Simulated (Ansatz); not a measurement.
The reference is WSe2 (space group P6_3/mmc, No. 194; layered, stacked along the Cartesian z axis).

```yaml
crystal:
  lattice:
    - [3.23049, 0.00000, 0.00000]
    - [-1.61525, 2.79769, 0.00000]
    - [0.00000, 0.00000, 12.41107]
  atoms:
    - { symbol: W, position: [0.66667, 0.33333, 0.75000] }
    - { symbol: W, position: [0.33333, 0.66667, 0.25000] }
    - { symbol: Se, position: [0.66667, 0.33333, 0.38545] }
    - { symbol: Se, position: [0.33333, 0.66667, 0.88545] }
    - { symbol: Se, position: [0.33333, 0.66667, 0.61455] }
    - { symbol: Se, position: [0.66667, 0.33333, 0.11455] }
```

Cartesian axes are those of the cell as printed.

All numbers come from Ansatz (a program for electronic structure) PBEsol-D3(BJ), no SOC.

Before the change:

```
Item                             Value
-----------------------------  -------
Width of the top valence band  1.64 eV
Band gap                       0.67 eV
```

One thing is altered: the cell is compressed by 1.20 % along z with no lateral relaxation; the atoms relax in the strained cell.

Q: How does this affect the width of the top valence band and band gap?

A: The width of the top valence band goes up by 0.05 eV, from 1.64 eV to 1.69 eV; the band gap decreases by 0.07 eV (0.67 eV → 0.60 eV).

Spin-orbit coupling, missing from the scalar runs, can matter with W. No phonon test of stability was made.
